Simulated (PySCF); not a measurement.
PySCF 2.14.0, B3LYP/def2-svp, df: cluster of 6 water molecules, 18 atoms. The geometry is a generated start, not checked to be a minimum at this level.

```python
import time
import numpy
from pyscf import lib
from pyscf import gto, scf, dft, mp, cc, sgx
lib.logger.TIMER_LEVEL = 4
t0 = time.perf_counter()

mol = gto.M(
    atom='''
O      0.96932000     1.22812000     1.75817000
H      0.95582000     0.35801000     1.35921000
H      1.64250000     1.70451000     1.27204000
O      0.97120000     1.27763000    -1.43293000
H      1.02020000     0.52280000    -2.01968000
H      1.55981000     1.05849000    -0.71046000
O     -2.09094000     1.25581000     1.76067000
H     -2.03601000     0.30011000     1.76906000
H     -1.99883000     1.49330000     0.83787000
O     -2.08258000     1.22613000    -1.32656000
H     -2.34769000     1.70053000    -2.11466000
H     -1.76844000     0.38139000    -1.64933000
O      1.08192000    -1.83611000     1.64461000
H      0.58393000    -2.50005000     1.16750000
H      0.91993000    -2.03195000     2.56757000
O      1.07801000    -1.86242000    -1.35036000
H      0.21812000    -1.62551000    -1.69807000
H      1.32372000    -2.65078000    -1.83467000
''',
    basis='def2-svp',
    max_memory=3000,
    verbose=4,
)
mf = dft.RKS(mol, xc='b3lyp')
mf = mf.density_fit()
mf.chkfile = None
mf.kernel()
print('SCF converged:', mf.converged)
print('E(SCF) = %.10f' % mf.e_tot)
print('basis functions:', mol.nao_nr())
print('integrals held in memory:', getattr(mf, '_eri', None) is not None)
t1 = time.perf_counter()
print('wall of the SCF part: %.3f s' % (t1 - t0))
print('run ended')
```

```bash
OMP_NUM_THREADS=32 python -u run.py
```

The program reports basis functions: 144, grid points: 202192.

Hardware: Arm Neoverse V2, 96 cores on 1 socket, no SMT, 1 L3 cache group.

On 32 threads, 32 BLAS threads this takes 3.2 s. Times are wall-clock medians of two to five runs, from launch to exit, with nothing else on the machine. Processes are pinned to neighbouring cores unless said otherwise. The times hold for this build (PyPI wheel: OpenMP (GNU), a bundled serial OpenBLAS 0.3.3 under its C layer, NumPy's threaded OpenBLAS held to generic ARMv8 kernels, libcint, Libxc). Scratch files lie in a memory file system. This build's BLAS runs threads of its own beside OpenMP's, on the same cores; «BLAS threads» counts them.

Task: Make this run faster without changing its result beyond 1.0 meV/atom in energy. Keep to 32 cores.

Result: This is not unique; one that fits is going from 32 threads, 32 BLAS threads to 32 threads, 1 BLAS thread, one of the fastest of the measured ones that keep the result.

```diff
-OMP_NUM_THREADS=32 python -u run.py
+OMP_NUM_THREADS=32 OPENBLAS_NUM_THREADS=1 python -u run.py
```

Time: 3.2 s to 2.2 s (1.5× as fast). The largest move is in exchange-correlation on the grid (vxc): 1.7 s to 1.2 s. The slower run has 32 BLAS threads beside the program's own on the same cores, and burns 2.1 times the CPU time. These two results differ by: energy equal as printed. Others tried: 32 threads, 4 BLAS threads (2.4 s).
